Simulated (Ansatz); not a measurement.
A self-consistent single point of NbRe₃ (Pm-3m, 4 atoms in the cell) with Ansatz (an electronic-structure program).

Method: PBE (plane waves, PAW; Ansatz).

```yaml
crystal:
  lattice:
    - [3.90809, 0.00000, 0.00000]
    - [0.00000, 3.90809, 0.00000]
    - [0.00000, 0.00000, 3.90809]
  atoms:
    - { symbol: Re, position: [0.00000, 0.50000, 0.50000] }
    - { symbol: Re, position: [0.50000, 0.50000, 0.00000] }
    - { symbol: Re, position: [0.50000, 0.00000, 0.50000] }
    - { symbol: Nb, position: [0.00000, 0.00000, 0.00000] }
```

Reference input (self-consistent single point, DFT, PBE, plane waves, default PAW files): basis.ecutwfc = 420 eV; kpoints.mp_grid.grid = 7 7 7; hamiltonian.xc = pbe; hamiltonian.pseudopotentials = {kind: paw} (the program's default PAW files); scf.occupations.method = cold; scf.occupations.width = 0.136 eV. This run's input differs from it in these lines:

```diff
@@ -22,3 +22,3 @@
     method: cold
-    width: 0.136
+    width: 0.5
 output:
```

Log, with long lists cut:

```
SCF iter   1: F=—  HF=-37155.837777 eV  |F-HF|=—  |Δ(HF+E_count)|=         —  Δρ=6.66e-3  dr2=5.23e-2  ethr=1.77e-3  ⟨swp⟩=5.0  Hψ=2426  notcnv=0
all-band conjugate gradients solve this SCF's bands
preconditioner: auto → Kerker (q_TF=auto, 2.715 Å⁻¹)
SCF iter   2: F=—  HF=-37155.833568 eV  |F-HF|=—  |Δ(HF+E_count)|=   4.21e-3  S|Δr|=    0.00e0  Δρ=3.65e-3  dr2=1.57e-2  ethr=9.01e-5  ⟨swp⟩=1.1  Hψ=881  notcnv=0
SCF iter   3: F=—  HF=-37155.831370 eV  |F-HF|=—  |Δ(HF+E_count)|=   2.20e-3  S|Δr|=    0.00e0  Δρ=4.78e-4  dr2=1.28e-4  ethr=2.71e-5  ⟨swp⟩=2.0  Hψ=919  notcnv=0
SCF iter   4: F=—  HF=-37155.831346 eV  |F-HF|=—  |Δ(HF+E_count)|=   2.34e-5  S|Δr|=    0.00e0  Δρ=6.10e-5  dr2=1.85e-6  ethr=2.20e-7  ⟨swp⟩=2.1  Hψ=1000  notcnv=0
SCF iter   5: F=—  HF=-37155.831305 eV  |F-HF|=—  |Δ(HF+E_count)|=   4.16e-5  S|Δr|=    0.00e0  Δρ=1.68e-5  dr2=2.34e-7  ethr=1.72e-10  ⟨swp⟩=6.7  Hψ=3060  notcnv=0
SCF iter   6: F=-37155.831305 eV  HF=-37155.831305 eV  |F-HF|=3.08e-9  |Δ(HF+E_count)|=   3.97e-8  S|Δr|=    0.00e0  Δρ=2.83e-6  dr2=5.75e-9  ethr=1.72e-10  ⟨swp⟩=4.0  Hψ=2217  notcnv=0
SCF 1 converged in 6 iterations: F = -37155.831305 eV  dr2 = 5.75e-9
Stability not checked (fill_not_monotonic)
Free energy (F): -37155.831305 eV
Internal energy: -37155.932972 eV  (E = F + TS)
E sigma→0 (E₀):  -37155.865194 eV
Entropy (-TS):   0.101668 eV (25.417 meV/atom)
Fermi energy:    23.290485 eV
--- Forces (eV/Å), atoms counted from 1 ---
  atom   1  Re     0.00000000    -0.00000000    -0.00000000
   [... zero for the other atoms too ...]
--- Stress (GPa, compression-positive) ---
       18.031174      -0.000000       0.000000
        0.000000      18.031174       0.000000
       -0.000000       0.000000      18.031174
  P = ⅓ Tr σ = 18.0312 GPa (180.312 kbar)
  The stress holds the Pulay correction. Without it, at fixed plane waves, as pw.x and ABINIT print it: P = 17.8941 GPa
```

The run converged in 6 iterations. Against the reference run the free energy rises by 9.1 meV/atom and the pressure goes from 18.73 to 18.03 GPa.

The starting cell was generated: these elements placed on a structure prototype, without a prior relaxation; it need not be a known phase or ordering of this composition. Spin polarisation is off. With a pressure of about 18 GPa the cell is away from its equilibrium volume at this level. Ansatz's pressure includes its estimate of the finite-basis (Pulay) stress.

Keys are those of Ansatz 0.2.
